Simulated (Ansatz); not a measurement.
CoPtO2 (R-3m, No. 166, 4 atoms in the cell; start mp-19210), treated with PBE (Ansatz, a program for electronic structure, PAW).

Settings: plane-wave cutoff 520 eV, 22×22×22 k mesh, Fermi–Dirac smearing 0.05 eV, no spin polarisation, scalar-relativistic PAW data made under PBE.

Cell (relaxed at this level):

```xyz
4
Lattice="1.4272 0.8240 5.9661 -1.4272 0.8240 5.9661 0.0000 -1.6480 5.9661" Properties=species:S:1:pos:R:3 pbc="T T T"
Co     0.0000     0.0000     8.9491
Pt     0.0000     0.0000     0.0000
O      0.0000     0.0000    15.8878
O      0.0000     0.0000     2.0105
```

**Question.** Give the computed bulk modulus.

**Answer.** 
- bulk modulus: 226 GPa

Note: the bulk modulus is −V dP/dV from two relaxed cells at ±2 % in volume; the relaxation could not lower the start's symmetry, so the cell can be a saddle point above a distorted one.

Spin–orbit coupling is not included.

A start named mp-… is a Materials Project structure, which need not be a measured phase.
